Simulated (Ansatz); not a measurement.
We consider SiO₂ (Ama2, No. 40, 12 atoms in the cell; start mp-554573; a measured phase of this formula has another space group), described by LDA (plane waves, PAW; Ansatz, an electronic-structure program).

Settings: plane-wave cutoff 520 eV, 4×8×8 k mesh (along the axes of the cell as run), Fermi–Dirac smearing 0.01 eV, scalar-relativistic PAW data made under PBE.

Cell (relaxed with PBEsol):

O2Si has the orthorhombic space group Ama2 (No. 40), Pearson symbol oS24. Conventional cell: a = 8.334 Å, b = 8.834 Å, c = 5.010 Å, α = β = γ = 90.00°. Si on 8c is surrounded by 4 O at 1.618–1.621 Å (tetrahedral). O1 on 4a is surrounded by 2 Si at 1.621 Å (bent). O2 on 8c has 2 Si at 1.618 Å (bent). O3 on 4b is coordinated by 2 Si at 1.618 Å (bent). (Neighbours: up to the widest gap in distance over summed covalent radii, below 1.35, at either atom.)
(The calculation used a cell of 12 atoms; values per cell refer to that cell.)

**Question.** Give the computed band gap.

**Answer.** 
- band gap = 5.51 eV (direct)

Note: cell and atoms aren't relaxed at this level (largest force component 0.24 eV/Å, pressure -3.6 GPa).

Static lattice: no zero-point or thermal effects.

The result took around 70 core-seconds (rough).

A start named mp-… is a Materials Project structure, which need not be a measured phase.
